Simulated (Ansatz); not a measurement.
Cell and atoms of amorphous Si24O49Mg:

```xyz
74
Lattice="10.1913 0.0212 -0.1024 0.0212 10.3899 -0.6106 -0.1024 -0.6106 10.7891" Properties=species:S:1:pos:R:3 pbc="T T T"
Si     5.1478     3.7382     1.3584
Si     2.2351    10.2487     1.0939
Si     4.6404     7.6947     2.9001
Si     1.3105     4.8981     0.0600
Si     4.6468     1.3516     9.8009
Si     4.8341     0.1408     3.3397
Si     8.8462     9.4288     5.2613
Si     9.8559    -0.0178     8.4461
Si     5.5586     6.4214     0.1808
Si     5.7464     9.8612     5.5376
Si     9.4773     5.7170     8.8602
Si     7.3562    -0.1592    10.5008
Si     5.3064     2.3783     7.1209
Si     7.2887     2.0197     2.3566
Si     7.4370     4.6771     6.7787
Si     3.3193     7.4155     0.0677
Si     1.8457     1.2698    10.1502
Si    10.0006     8.8085     2.4593
Si     8.1710     4.0326     4.1886
Si     0.4207     7.6609     6.9272
Si     5.4225     6.8720     5.5489
Si     0.4202     5.6449     3.0107
Si     8.0900     8.1257     0.1093
Si     2.5654     6.6995     4.8129
O      5.3744     4.8597     0.1418
O      0.6449     1.1441     9.0562
O      8.6680     4.2779     5.7611
O      0.2890     7.2558     2.7823
O      4.2592     4.1701     2.5925
O      7.2551     9.5432     4.9910
O      7.1174     8.6346    10.1288
O      7.0259     6.9346     0.5175
O      4.5308     6.6263     9.8744
O      8.1105     5.1999     8.1878
O      3.1704     7.7099     3.6235
O      1.6198     0.9738     0.6937
O      8.3585     2.4979     3.5049
O      6.6468     3.3261     7.1540
O      3.3961     0.4928     2.6425
O      2.8165     8.9129     0.2707
O      0.8568     4.9243     1.6148
O      8.5691    -0.0404     9.4327
O      1.0184     9.6860     1.9797
O      5.7599     0.7564     7.1129
O      3.9490     6.0461     5.4874
O      5.9683     0.3972     9.8822
O      6.4729     5.9979     6.3962
O      4.6934    -0.1308     4.9360
O      7.9186     1.1120     1.1436
O      4.3559     6.8658     1.4298
O      6.7175     3.3555     1.6454
O      6.0120     1.1959     3.0239
O      8.7282     8.7576     1.4500
O     -0.0024     4.4786     9.7796
O      2.2528     6.2527    -0.1566
O      6.6186     4.3596     4.2541
O      4.3556     2.7986     5.9253
O      5.2307     9.0260     2.1781
O      1.9306     2.8708    10.5230
O      1.6412     5.5344     4.1339
O      4.5114     2.4854     0.5329
O      1.7324     7.5223     5.9433
O      9.5796     9.5577     3.8269
O      5.2402     8.3975     6.1552
O      4.7588     2.5086     8.6736
O      5.7377     7.0654     3.9129
O      9.1485     6.8939     9.9558
O      0.5485     8.9408     7.9455
O      9.2674     7.9650     5.9127
O      0.2931     6.3109     7.8242
O      9.3385     0.2033     6.9047
O      9.2124     5.0154     3.3579
O      3.2044     0.6159     9.5026
Mg     4.7507     3.9334     4.4387
```

Computed with PBE, scalar-relativistic without spin-orbit coupling (plane waves to 420 eV, PAW; Ansatz, a quantum-chemistry and plane-wave program).

The cell was made by melting and quenching with the CHGNet potential and then relaxed with DFT. O atoms were pushed apart under 1.9 Å during the dynamics, to hinder bonds among them. The hot cell started wider than the set density and was brought back towards it in steps. It is the lowest in DFT energy of 2 quenches. It is a model cell: composition and starting density were chosen by hand, and all elements were melted together. No dispersion term was used. Its density started from a set value of 2.22 and ended at 2.16 g/cm³. The quench (nominally 400 K/ps over its main leg) was far faster than any real one, so the model tends to hold more defects than a real film. A cell of this size samples the disorder only roughly. Volume and shape were free in the relaxation.

Neighbours within Si-Si 2.60 Å, Si-O 1.94 Å, Si-Mg 2.82 Å, O-O 1.58 Å, O-Mg 2.48 Å, Mg-Mg 3.19 Å count as bonded. Two cations that share two anions don't count as bonded, nor two that share one unless they lie closer than Si-Si 2.38 Å, Si-Mg 2.74 Å, Mg-Mg 3.10 Å.

### Question
Give the coordination numbers, mean bond lengths and angles.

### Answer

```
Item                                                              Value
---------------------------------  ------------------------------------
Mean coordination of Si by anions                      4.00 (24 with 4)
Mean coordination of O                       2.02 (48 with 2, 1 with 3)
Mean coordination of Mg by anions                       3.00 (1 with 3)
Mean Si-O bond                     1.638 Å (spread 0.034 Å, 96 counted)
Mean O-Mg bond                      1.920 Å (spread 0.006 Å, 3 counted)
Bond angle at Si                               mean 109.4°, spread 5.5°
Bond angle at O                               mean 138.0°, spread 17.3°
```

### Question
Which atoms depart from the most common coordination of their element?

### Answer
O50 has 3 (Si3 1.71 Å, Si9 1.79 Å, Si16 1.80 Å).

### Question
List the pairs of like atoms that count as bonded by the rules above.

### Answer
There are none by these rules.
